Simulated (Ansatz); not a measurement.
Ansatz (a quantum-chemistry and plane-wave program) run on LaCu₂Ge₂ (I4/mmm, 5 atoms in the cell): self-consistent single point.

Level of theory: LDA (PW92), PAW files made with PBE (plane waves; Ansatz).

The change in words: lattice scaled by 0.98. Reference geometry:
```
La(CuGe)2
1.0
   -2.11040     2.11040     5.06618
    2.11040    -2.11040     5.06618
    2.11040     2.11040    -5.06618
La Cu Ge
1 2 2
Cartesian
  0.00000   0.00000   0.00000
  2.11040   0.00000   2.53309
  0.00000   2.11039   2.53309
  0.00000   0.00000   6.34346
  0.00000   0.00000   3.78889
```

Reference input (self-consistent single point, DFT, LDA (PW92), plane waves, PAW files made with PBE): basis.ecutwfc = 30.9 Ry; kpoints.mp_grid.grid = 7 7 7; hamiltonian.xc = lda; hamiltonian.pseudopotentials = {kind: paw} (the program's default PAW files); scf.occupations.method = gaussian; scf.occupations.width = 0.0037 Ry. This run's input differs from it in these lines:

```diff
@@ -2,5 +2,5 @@
   lattice:
-    - [-2.11039500, 2.11039500, 5.06617500]
-    - [2.11039500, -2.11039500, 5.06617500]
-    - [2.11039500, 2.11039500, -5.06617500]
+    - [-2.06818700, 2.06818700, 4.96485200]
+    - [2.06818700, -2.06818700, 4.96485200]
+    - [2.06818700, 2.06818700, -4.96485200]
   atoms:
```

The program printed (abridged):

```
SCF iter   1: F=—  HF=-27639.579112 eV  |F-HF|=—  |Δ(HF+E_count)|=         —  Δρ=1.11e0  dr2=1.21e3  ethr=3.10e-3  ⟨swp⟩=6.2  Hψ=6282  notcnv=0
all-band conjugate gradients solve this SCF's bands
preconditioner: auto → Kerker (q_TF=auto, 2.684 Å⁻¹)
SCF iter   2: F=—  HF=-27628.662692 eV  |F-HF|=—  |Δ(HF+E_count)|=    1.09e1  Δρ=6.06e-1  dr2=3.91e2  ethr=3.10e-3  ⟨swp⟩=4.0  Hψ=4815  notcnv=0  defer=45
   [... lines left out ...]
SCF iter  14: F=—  HF=-27622.187225 eV  |F-HF|=—  |Δ(HF+E_count)|=   3.11e-4  Δρ=9.76e-5  dr2=9.48e-6  ethr=1.15e-6  ⟨swp⟩=2.6  Hψ=3353  notcnv=0  defer=80
SCF iter  15: F=—  HF=-27622.187226 eV  |F-HF|=—  |Δ(HF+E_count)|=   8.73e-7  Δρ=4.07e-5  dr2=1.66e-6  ethr=1.23e-8  ⟨swp⟩=2.3  Hψ=3278  notcnv=0  defer=80
SCF iter  16: F=—  HF=-27622.187226 eV  |F-HF|=—  |Δ(HF+E_count)|=   4.36e-7  Δρ=1.59e-5  dr2=1.74e-7  ethr=2.16e-9  ⟨swp⟩=2.0  Hψ=3086  notcnv=0  defer=80
SCF iter  17: F=-27622.187226 eV  HF=-27622.187226 eV  |F-HF|=2.82e-8  |Δ(HF+E_count)|=   6.26e-9  Δρ=4.88e-6  dr2=2.61e-8  ethr=1.30e-10  ⟨swp⟩=11.9  Hψ=9246  notcnv=0
SCF 1 converged in 17 iterations: F = -27622.187226 eV  dr2 = 2.61e-8
Free energy (F): -27622.187226 eV
Internal energy: -27622.183325 eV  (E = F + TS)
E sigma→0 (E₀):  -27622.185275 eV
Entropy (-TS):   -0.003901 eV (-0.780 meV/atom)
Fermi energy:    14.037978 eV
--- Forces (eV/Å), atoms counted from 1 ---
  atom   1  La    -0.00000000     0.00000000    -0.00000000
  atom   2  Cu    -0.00000000     0.00000000    -0.00000000
  atom   3  Cu     0.00000000     0.00000000     0.00000000
  atom   4  Ge    -0.00000000    -0.00000000     0.03751781
  atom   5  Ge     0.00000000    -0.00000000    -0.03751781
--- Stress (GPa, compression-positive) ---
        0.469447      -0.000000      -0.000000
       -0.000000       0.469447      -0.000000
        0.000000      -0.000000       0.858874
  P = ⅓ Tr σ = 0.5993 GPa (5.993 kbar)
  The stress holds the Pulay correction. Without it, at fixed plane waves, as pw.x and ABINIT print it: P = 0.5444 GPa
```

The run converged in 17 iterations. Against the reference run the free energy goes down by 17.9 meV/atom, the pressure goes from -5.64 to 0.60 GPa and the largest force goes from 0.149 to 0.038 eV/Å.

The starting cell comes from a database of computed structures (which also holds hypothetical and non-ambient phases and stackings), without a prior relaxation at this level. For this run, on top of that: lattice scaled by 0.98. Spin polarisation is off. Ansatz's pressure includes its estimate of the finite-basis (Pulay) stress.

Keys are those of Ansatz 0.2.
